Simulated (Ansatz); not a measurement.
Band structure of Sn (I4_1/amd, 2 atoms in the cell).

```xyz
2
Lattice="-2.9498 2.9498 1.6046 2.9498 -2.9498 1.6046 2.9498 2.9498 -1.6046" Properties=species:S:1:pos:R:3 pbc="T T T"
Sn     0.0000     2.9498     0.8023
Sn     0.0000     0.0000     0.0000
```

Method: PBE, PAW files (plane waves; Ansatz, a program for electronic structure).

Settings: kpoints.mp_grid.grid = 9 9 9; hamiltonian.xc = pbe; hamiltonian.pseudopotentials = {kind: paw} (the program's default PAW files); scf.occupations.method = fermi_dirac; scf.occupations.width = 0.136 eV; kpoints.band_path.npoints = 8.

The starting cell comes from a database of computed structures (which also holds hypothetical and non-ambient phases and stackings), without a prior relaxation at this level. Its lattice was rescaled by a random factor within 2.5 % of one.

Levels in eV from the Fermi level, bands 11 to 17:
```
point      11     12     13     14     15    16    17
-----  ------  -----  -----  -----  -----  ----  ----
Γ      -10.92  -3.72  -1.90  -1.90   3.02  6.08  6.08
X       -8.74  -8.74   0.60   0.60   1.53  1.53  5.93
M       -7.47  -7.47  -4.64  -4.64   4.98  4.98  9.11
Z       -6.45  -5.53  -2.93  -2.80  -2.80  2.93  5.48
P       -5.92  -5.92  -3.40  -3.40   3.50  3.50  3.84
N       -6.85  -5.30  -2.32  -1.63  -1.08  2.28  2.79
Z1      -6.45  -5.53  -2.93  -2.80  -2.80  2.93  5.48
```

Bands cross the Fermi level along this path, so the cell is metallic at this level.

Keys are those of Ansatz 0.2.
